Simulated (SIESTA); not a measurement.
Worked example: self-consistent single point of Pt3Ti (P1, 4 atoms in the cell) in SIESTA.

Level of theory: SIESTA with GGA PBE, numerical atomic orbitals DZP, PseudoDojo PBE standard norm-conserving potentials (rewritten from UPF to PSML).

```yaml
crystal:
  lattice:
    - [3.92000, 0.00000, 0.00000]
    - [0.00000, 3.92000, 0.00000]
    - [0.00000, 0.00000, 3.92000]
  atoms:
    - { symbol: Ti, position: [0.99370, 0.01374, 0.01280] }
    - { symbol: Pt, position: [0.01022, 0.48850, 0.49204] }
    - { symbol: Pt, position: [0.48836, 0.01025, 0.49282] }
    - { symbol: Pt, position: [0.50772, 0.48751, 0.00234] }
```

Reference input (self-consistent single point, DFT, GGA PBE, numerical atomic orbitals DZP, PseudoDojo PBE standard norm-conserving potentials (rewritten from UPF to PSML)): XC.functional = GGA; XC.authors = PBE; potentials = PseudoDojo PBE standard; PAO.BasisSize = DZP; PAO.EnergyShift = 0.005 Ry; MeshCutoff = 350 Ry; kgrid.MonkhorstPack = 5 5 5; OccupationFunction = MP; OccupationMPOrder = 0; ElectronicTemperature = 100 meV; MaxSCFIterations = 150; SCF.Mixer.Method = Pulay. This run's input differs from it in these lines:

```diff
@@ -30,5 +30,5 @@
 %block kgrid.MonkhorstPack
-    5   0   0  0.0
-    0   5   0  0.0
-    0   0   5  0.0
+    6   0   0  0.0
+    0   6   0  0.0
+    0   0   6  0.0
 %endblock kgrid.MonkhorstPack
```

Output, abridged:

```
        iscf     Eharris(eV)        E_KS(eV)     FreeEng(eV)     dDmax    Ef(eV) dHmax(eV)
   scf:    1   -12102.446727   -12227.338552   -12227.362569  1.294444 -1.966164 25.780245
   scf:    2   -12263.559701   -12273.116614   -12273.117857  1.206641 -1.849047 10.756455
   scf:    3   -12275.827141   -12274.574601   -12274.576711  0.091320 -2.005999  7.526384
   scf:    4   -12239.674696   -12265.150027   -12265.184191  0.522422 -3.670005 17.058105
   scf:    5   -12260.590000   -12274.338194   -12274.339148  0.452728 -3.116469  8.461813
   [... 8 lines left out ...]
   scf:   14   -12276.898969   -12276.898978   -12276.903969  0.000163 -3.245034  0.008603
   scf:   15   -12276.898949   -12276.898964   -12276.903972  0.000193 -3.245132  0.000656
   scf:   16   -12276.898952   -12276.898958   -12276.903972  0.000099 -3.245187  0.001985
   scf:   17   -12276.898965   -12276.898962   -12276.903972  0.000031 -3.245178  0.000148
SCF Convergence by DM+H criterion
max |DM_out - DM_in|         :     0.0000312930
max |H_out - H_in|      (eV) :     0.0001482680
SCF cycle converged after 17 iterations

Using DM_out to compute the final energy and forces

siesta: E_KS(eV) =           -12276.8990

siesta: E_KS - E_eggbox =    -12276.8990

siesta: Atomic forces (eV/Ang):
     1    0.110216   -0.549980   -0.443552
     2   -0.868755    1.039470    0.569017
     3    0.745237   -1.517540    0.536470
     4    0.007522    1.027097   -0.649647
   Tot   -0.005781   -0.000953    0.012288
   Max    1.517540
   Res    0.779610    sqrt( Sum f_i^2 / 3N )
   Max    1.517540    constrained

Stress tensor Voigt[x,y,z,yz,xz,xy] (kbar):      -74.77      -73.48      -68.04        0.48        0.64       13.61
(Free)E + p*V (eV/cell)   -12274.1935
   [... lines left out ...]
siesta: FreeEng =    -12276.903972
siesta: Cell volume =         60.236288 Ang**3
siesta:          72.09456473          6.77758633  kBar
   [... lines left out ...]
              0.327   1.814   1.725   1.807   1.726   1.785  -0.069  -0.053

             -0.014  -0.055  -0.047

mulliken: Qtot =       66.000

Mulliken Atomic Populations:
Atom #   charge [q] valence [e]  Species
     1     0.098771   11.901229  Ti
     2    -0.030026   18.030026  Pt
     3    -0.038219   18.038219  Pt
     4    -0.030526   18.030526  Pt
 Total    -0.000000
```

The run converged in 17 iterations. Against the reference run the free energy drops by 1.1 meV/atom, the pressure hardly changes (7.19 to 7.21 GPa) and the largest force hardly changes (1.771 to 1.774 eV/Å).

The starting cell has typed, rounded lattice constants, without a prior relaxation at this level. Its atoms were displaced at random from the sites of space group no. 221. Spin polarisation is off. Values carry the incompleteness of an atom-centred basis. With a pressure of about 7 GPa the cell is away from its equilibrium volume at this level. Forces in this geometry exceed 1 eV/Å.

Cost on one core of a shared machine: roughly 50 s.
